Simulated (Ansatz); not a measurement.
Functionals compared on NH3 on the 1x1 (110) surface of bcc Ta, one in a 2x2 cell, started at the site 'bridge Ta-Ta (span 2.9 Å)', in Ansatz (plane waves, PAW). The structure was relaxed with PBE; the other rows are single points on it, each with its references at the same level. Cutoff 420 eV (500 eV for r2SCAN).

Model: 20-atom slab, 6.8 Å thick at the start under the adsorbate (thin: gaps and levels are the slab's own), 5x5x1 mesh, Fermi-Dirac 0.1 eV, dipole correction, 8 atoms held, the rest relaxed; no symmetry held; no spin, no spin-orbit, no U, no dispersion correction. At the end it is bonded to Ta. In PBE it is, or lies within 0.03 eV of, the lowest of the starts that converged. These notes are the PBE run's. Adsorption energies are against NH3(g). A negative adsorption energy means that the adsorbate is more stable on the surface than in its reference.

```json
[
 {"functional": "PBE", "adsorption energy (eV)": "-0.77", "work function of the top face (eV)": "2.63", "change of the work function (eV)": "-2.14", "rough cost of the single point": "–"},
 {"functional": "RPBE", "adsorption energy (eV)": "-0.55", "work function of the top face (eV)": "2.55", "change of the work function (eV)": "-2.10", "rough cost of the single point": "roughly 2.2 core-minutes"},
 {"functional": "r2SCAN", "adsorption energy (eV)": "(withheld)", "work function of the top face (eV)": "(withheld)", "change of the work function (eV)": "(withheld)", "rough cost of the single point": "roughly 5 core-minutes"}
]
```

**Question.** What belongs in the gaps?

**Answer.** 
- r2SCAN, adsorption energy (eV): -0.90
- r2SCAN, work function of the top face (eV): 2.58
- r2SCAN, change of the work function (eV): -2.30

Ansatz is a first-principles code.
